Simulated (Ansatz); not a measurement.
# Zr: element substitutions

The reference is Zr in the hcp (Mg type) structure (space group P6_3/mmc, No. 194).

```yaml
crystal:
  lattice:
    - [3.18422, 0.00000, 0.00000]
    - [-1.59211, 2.75761, 0.00000]
    - [0.00000, 0.00000, 5.11671]
  atoms:
    - { symbol: Zr, position: [0.33333, 0.66667, 0.75000] }
    - { symbol: Zr, position: [0.66667, 0.33333, 0.25000] }
```

Each row replaces one element on all its sites; cell and atoms are relaxed.

Computed with plane-wave PAW DFT at the PBEsol level (Ansatz, a quantum-chemistry and plane-wave program, 420 eV), without spin-orbit coupling.

```csv
change,c/a ratio,lattice parameter a
base,1.607,3.184 Å
Zr → Nb,1.832,2.833 Å
Zr → Sr,1.643,4.190 Å
Zr → Y,1.552,3.599 Å
```

Whether these cells are dynamically stable was not tested. For Nb in this form, whether it has been made was not checked. All final runs are without spin polarisation. This is not the structure that Nb has at room temperature and ambient pressure. This is not the structure that Sr has at room temperature and ambient pressure.
